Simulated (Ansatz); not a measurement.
**GaAs (model structure, started from the WC type, P-6m2, No. 187, 2 atoms in the cell)**

Computed with PBEsol (PAW; Ansatz, a program for electronic structure).

Settings: plane-wave cutoff 500 eV, 18×18×12 k mesh (along the axes of the cell as run), Fermi–Dirac smearing 0.05 eV, scalar-relativistic PAW data made under PBE.

Cell (relaxed at this level):

```cif
data_AsGa
_chemical_formula_sum 'Ga1 As1'
_space_group_name_H-M_alt 'P 1'
_space_group_IT_number 1
_cell_length_a 3.73358
_cell_length_b 3.73358
_cell_length_c 3.22667
_cell_angle_alpha 90.000
_cell_angle_beta 90.000
_cell_angle_gamma 120.000
loop_
_space_group_symop_operation_xyz
  'x, y, z'
loop_
_atom_site_label
_atom_site_type_symbol
_atom_site_fract_x
_atom_site_fract_y
_atom_site_fract_z
_atom_site_occupancy
Ga1 Ga 0.00000 0.00000 0.00000 1
As1 As 0.66667 0.33333 0.50000 1
```

```
Property          Value
--------  -------------
band gap  zero (no gap)
```

Note: the relaxation could raise the start's symmetry but not lower it, so the cell can be a saddle point.

Spin–orbit coupling is not included.

A model structure was made by putting elements into a prototype or built by hand; it is no filed structure, need not be a known phase, and can be a saddle point held by its symmetry.
